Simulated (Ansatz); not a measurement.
Consider TeO2 in the fluorite structure (space group Fm-3m, No. 225; a = 5.3337 Å; a hypothetical phase, not in the database extracts checked).

The change: full substitution Te → S, then cell and atoms are relaxed.

Levels (all Ansatz, a quantum-chemistry and plane-wave program, PAW, earlier PAW set): r2SCAN (500 eV, spin-orbit coupling left out); HSE06 (420 eV, no SOC); HSE06+SOC (420 eV, noncollinear with spin-orbit coupling).

One geometry, relaxed with r2SCAN, under each level:

```csv
level,band gap,lowest conduction level above the VBM at special points
r2SCAN,0.09 eV,X 0.44 eV; Γ 1.43 eV; K 2.74 eV
HSE06,[?],[?]
HSE06+SOC,[?],[?]
```

Q: Give the withheld HSE06 and HSE06+SOC results.

A: 
- HSE06, band gap: 0.65 eV
- HSE06, lowest conduction level above the VBM at special points: X 1.02 eV; Γ 2.09 eV; K 3.44 eV
- HSE06+SOC, band gap: 0.65 eV
- HSE06+SOC, lowest conduction level above the VBM at special points: X 1.02 eV; Γ 2.03 eV; K 3.44 eV

Single points use the geometry relaxed with r2SCAN. The hybrid gap comes from the SCF mesh plus the semilocal run's edge points and a few special points and is an upper bound. Differences between runs with and without spin-orbit coupling are approximate. Stability against distortions was not tested. As relaxed here, SO2 is a hypothetical phase, not in the database extracts checked. The zero or small gap of SO2 can change with the level of theory.
